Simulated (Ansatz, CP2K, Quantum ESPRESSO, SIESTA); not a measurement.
# Code comparison for Sn (I4_1/amd, 2 atoms in the cell)

Relaxation of cell and atoms.

```xyz
2
Lattice="-2.9498 2.9498 1.6046 2.9498 -2.9498 1.6046 2.9498 2.9498 -1.6046" Properties=species:S:1:pos:R:3 pbc="T T T"
Sn     0.0000     2.9498     0.8023
Sn     0.0000     0.0000     0.0000
```

Shared settings, as Ansatz (a program for electronic structure) writes them: kpoints.mp_grid.grid = 9 9 9; scf.occupations.method = fermi_dirac; scf.occupations.width = 0.136 eV. Potentials and cutoffs stand in the table.

```csv
code,model,final volume (Å³/atom),cutoff
SIESTA,"GGA PBE, numerical atomic orbitals DZP, PseudoDojo PBE standard norm-conserving potentials (rewritten from UPF to PSML)",28.79,grid 400 Ry
CP2K,"PBE, GPW, DZVP-MOLOPT-SR-GTH basis, GTH-PBE potentials (GTH_POTENTIALS)",29.13,grid 400 Ry
Ansatz,"PBE, PAW files",28.47,default
Quantum ESPRESSO,"PBE, SSSP 1.1.2 efficiency (PBE) pseudopotentials",28.51,40 Ry
```

The spread over the programs that give each value: final volume within 0.66 Å³/atom.

SIESTA and CP2K use small atom-centred bases, whose incompleteness enters pressures, forces and empty levels differently from a plane-wave cutoff. The programs treat the finite-basis stress differently while the cell relaxes: Ansatz adds an estimate of it.

The starting cell comes from a database of computed structures (which also holds hypothetical and non-ambient phases and stackings), without a prior relaxation at this level. Its lattice was rescaled by a random factor within 2.5 % of one.

Keys are those of Ansatz 0.2.
